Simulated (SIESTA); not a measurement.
Band structure of MgGeAs₂ (I-42d, 8 atoms in the cell).

```
MgGeAs2
1.0
   -2.97950     2.97950     5.55323
    2.97950    -2.97950     5.55323
    2.97950     2.97950    -5.55323
Mg Ge As
2 2 4
Direct
  0.75000   0.25000   0.50000
  0.00000   0.00000   0.00000
  0.50000   0.50000   0.00000
  0.25000   0.75000   0.50000
  0.87500   0.39990   0.02490
  0.60010   0.62500   0.47510
  0.37500   0.85010   0.97510
  0.14990   0.12500   0.52490
```

Computed with LDA PW92, numerical atomic orbitals DZP, PseudoDojo LDA standard norm-conserving potentials (rewritten from UPF to PSML) (SIESTA 5.4.2).

Settings: XC.functional = LDA; XC.authors = PW92; potentials = PseudoDojo LDA standard; PAO.BasisSize = DZP; PAO.EnergyShift = 0.01 Ry; MeshCutoff = 300 Ry; kgrid.MonkhorstPack = 3 3 3; OccupationFunction = FD; ElectronicTemperature = 0.05 eV; MaxSCFIterations = 150; SCF.Mixer.Method = Pulay; SCF.Mixer.Weight = 0.25; SCF.Mixer.History = 6; SCF.DM.Tolerance = 1.0E-05.

The starting cell comes from a database of computed structures (which also holds hypothetical and non-ambient phases and stackings), without a prior relaxation at this level. Values carry the incompleteness of an atom-centred basis.

### Question
Predict the gap along the standard path and the places of the band edges.

### Answer
The gap along the path is 0.44 eV, direct at Γ to within 0.01 eV.

Levels in eV from the top of the valence band on the path, bands 51 to 55:
```tsv
point	51	52	53	54	55
Γ	-2.09	-0.24	-0.24	0.00	0.44
X	-1.09	-1.09	-0.62	-0.62	0.99
Y	-1.21	-1.21	-0.85	-0.85	1.37
S	-1.97	-1.56	-1.06	-0.54	1.45
Z	-1.99	-1.99	-0.96	-0.96	1.24
S1	-1.97	-1.56	-1.06	-0.54	1.45
N	-1.85	-1.33	-1.17	-0.73	1.97
P	-1.00	-1.00	-0.98	-0.98	1.48
Y1	-1.21	-1.21	-0.85	-0.85	1.37
```

Higher empty bands are left out: an atom-centred basis made for the valence describes them poorly.
